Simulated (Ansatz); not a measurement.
**ZrB2, response to strain**

Consider ZrB₂ (space group P6/mmm, No. 191; relaxed with 0.1 eV smearing).

```
ZrB2
1.0
    3.15522     0.00000     0.00000
   -1.57761     2.73250     0.00000
    0.00000     0.00000     3.50621
Zr B
1 2
Direct
  0.00000   0.00000   0.00000
  0.66667   0.33333   0.50000
  0.33333   0.66667   0.50000
```

Cartesian axes are those of the cell as printed.

Strains are applied to the cell and any free atomic positions relax.

All numbers come from Ansatz (an electronic-structure program), PBEsol, PAW, cutoff 420 eV, spin-orbit coupling left out.

Notes on the quantities. energy relative to the base: free energy F; pressure: mean of the normal stresses, compression positive.

```csv
change,energy relative to the base,pressure,volume per atom
base,0 meV/atom,0.0 GPa,10.08 Å³
uniaxial strain ε_zz = −3.00 %,+14 meV/atom,7.8 GPa,9.77 Å³
uniaxial strain ε_zz = −2.00 %,+5.9 meV/atom,5.0 GPa,9.87 Å³
uniaxial strain ε_zz = −1.50 %,+3.3 meV/atom,3.7 GPa,9.93 Å³
uniaxial strain ε_zz = +0.50 %,+0.4 meV/atom,-1.2 GPa,10.13 Å³
uniaxial strain ε_zz = +1.00 %,+1.4 meV/atom,-2.3 GPa,10.18 Å³
uniaxial strain ε_zz = +1.50 %,+3.1 meV/atom,-3.4 GPa,10.23 Å³
uniaxial strain ε_zz = +2.00 %,+5.5 meV/atom,-4.5 GPa,10.28 Å³
uniaxial strain ε_zz = +2.50 %,+8.5 meV/atom,-5.5 GPa,10.33 Å³
uniaxial strain ε_zz = +3.00 %,+12 meV/atom,-6.5 GPa,10.38 Å³
```

No phonon test of stability was made. All final runs are without spin polarisation.
